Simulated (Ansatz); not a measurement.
Defect: I vacancy in zinc-blende CuI, charge state +1. Computed with PBE, PAW (plane waves to 420 eV; Ansatz, a program for electronic structure).

Settings: 64 host sites, the relaxed PBE lattice, one k-point at (0.250, 0.250, 0.250), smearing 0.01 eV, spin-restricted, no image-charge correction. Energies are static. Spin-orbit coupling is left out. The charge state is imposed; whether it is stable for some Fermi level was not computed. Forms of the defect that were not tried may lie lower.

Barriers: single points on a 2×2×2 k-point mesh shifted by half a step at the bands' geometries.

The only route run: one I atom jumps into the vacancy from a nearby I site; the atom moves 4.38 Å along (0.00, -0.51, -0.51) of the unit cell; the moving atom starts with neighbours Cu at 2.54, Cu at 2.63, 2 Cu at 2.64 Å and ends with Cu at 2.53, Cu at 2.63, 2 Cu at 2.64 Å. Its barrier is 1.04 eV. The saddle point's order was not checked. The defect has 12 equivalent sites to jump to, 4.30 Å away. Attempt frequency: take 10 THz as a typical guess.

Problem. Estimate the defect's diffusion coefficient at 300 K, how far it wanders in 1 min, and how much an error of 0.1 eV in the barrier would matter.

Solution. kT = 0.0259 eV, so each jump happens at Γ = ν exp(−E/kT) = 1.0e13 × exp(−40.23) ≈ 3.4e-05 s⁻¹. For uncorrelated jumps in a cubic host D = z λ² Γ / 6 = 12 × (4.30e-8 cm)² × 3.4e-05 / 6 ≈ 1.3e-19 cm²/s. The root-mean-square distance is √(6Dt) ≈ 0.07 nm, less than one jump, so the defect is frozen in. An error of 0.1 eV changes D by a factor exp(0.1/kT) ≈ 48, and the distance by its square root. This is the isolated defect's own diffusivity; trapping, its concentration and zero-point motion are left out.
